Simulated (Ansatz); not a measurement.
**Converging the k-point mesh: Mo2N (R3m, 3 atoms in the cell)**

```xyz
3
Lattice="1.4451 0.8343 5.0171 -1.4451 0.8343 5.0171 0.0000 -1.6687 5.0171" Properties=species:S:1:pos:R:3 pbc="T T T"
Mo     0.0000     0.0000     3.7058
Mo     0.0000     0.0000    11.3955
N      0.0000     0.0000     0.0000
```

Method: LDA (PW92), default PAW files made with PBE (plane waves; Ansatz, a quantum-chemistry and plane-wave program).

Base settings: basis.ecutwfc = 30.9 Ry; kpoints.mp_grid.grid = 13 13 13; hamiltonian.xc = lda; hamiltonian.pseudopotentials = {kind: paw} (the program's default PAW files); scf.occupations.method = fermi_dirac; scf.occupations.width = 0.0073 Ry.

Only quantities that move along the ladder and can be compared are tabulated.

The starting cell comes from a database of computed structures (which also holds hypothetical and non-ambient phases and stackings), without a prior relaxation at this level. Its lattice was rescaled by up to half a per cent. One atom was moved a little off its site on purpose. Spin polarisation is off; with an odd number of electrons in the cell that forces a metal, and a magnetic state may lie lower. In the base run, with a pressure of about -14 GPa the cell is away from its equilibrium volume at this level. Ansatz's pressure includes its estimate of the finite-basis (Pulay) stress.

```tsv
kpoints.mp_grid.grid	free energy less the last step's (meV/atom)	pressure (GPa)	largest difference of a force vector from the last step's (eV/Å)
2 2 2	259.18	-9.58	4.057
4 4 4	64.19	-12.22	0.520
6 6 6	-4.65	-13.73	0.115
8 8 8	0.62	-13.60	0.049
10 10 10	-1.00	-13.64	0.003
13 13 13	0.10	-13.60	0.002
14 14 14	-0.06	-13.61	0.008
17 17 17	0.11	-13.60	0.002
26 26 26	-0.01	-13.61	0.000
29 29 29	0.00	-13.61	0.000
35 35 35	0.00	-13.61	0.000
43 43 43	0.00	-13.61	0.000
```

Coarsest kpoints.mp_grid.grid that holds the forces within 0.01 eV/Å of the last step, with all finer ones: 10 10 10; the step before is off by 0.049 eV/Å.

Coarsest kpoints.mp_grid.grid that holds the pressure within 0.05 GPa of the last step, with all finer ones: 8 8 8; the step before is off by 0.12 GPa.

Coarsest kpoints.mp_grid.grid that holds the free energy within 2 meV/atom of the last step, with all finer ones: 8 8 8; the step before is off by 4.7 meV/atom.

Keys are those of Ansatz 0.2.
